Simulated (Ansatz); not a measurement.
We consider B₂O₃ (model structure, started from the Al2S3 type, Cc, No. 9, 10 atoms in the cell), described by PBEsol (Ansatz, a quantum-chemistry and plane-wave program, plane waves, PAW).

Run with plane-wave cutoff 520 eV, 10×10×8 k mesh (along the axes of the cell as run), Fermi–Dirac smearing 0.01 eV, scalar-relativistic PAW data made under PBE.

Cell (relaxed at this level):

```yaml
crystal:
  lattice:
    - [3.95470, -2.24799, 0.03506]
    - [3.95470, 2.24799, 0.03506]
    - [-2.53839, 0.00000, 4.02718]
  atoms:
    - { symbol: B, position: [0.98612, 0.18004, 0.50733] }
    - { symbol: B, position: [0.18004, 0.98612, 0.00733] }
    - { symbol: B, position: [0.68618, 0.80332, 0.49697] }
    - { symbol: B, position: [0.80332, 0.68618, 0.99697] }
    - { symbol: O, position: [0.05778, 0.29725, 0.88187] }
    - { symbol: O, position: [0.29725, 0.05778, 0.38187] }
    - { symbol: O, position: [0.85051, 0.89623, 0.86206] }
    - { symbol: O, position: [0.89623, 0.85051, 0.36206] }
    - { symbol: O, position: [0.45410, 0.70545, 0.87680] }
    - { symbol: O, position: [0.70545, 0.45410, 0.37680] }
```

Problem. Predict the band gap.

Solution. 
* **band gap**: 7.60 eV (on the SCF k mesh)

Note: the relaxation could raise the start's symmetry but not lower it, so the cell can be a saddle point.

Static lattice: no zero-point or thermal effects.

A model structure was made by putting elements into a prototype or built by hand; it is no filed structure, need not be a known phase, and can be a saddle point held by its symmetry.
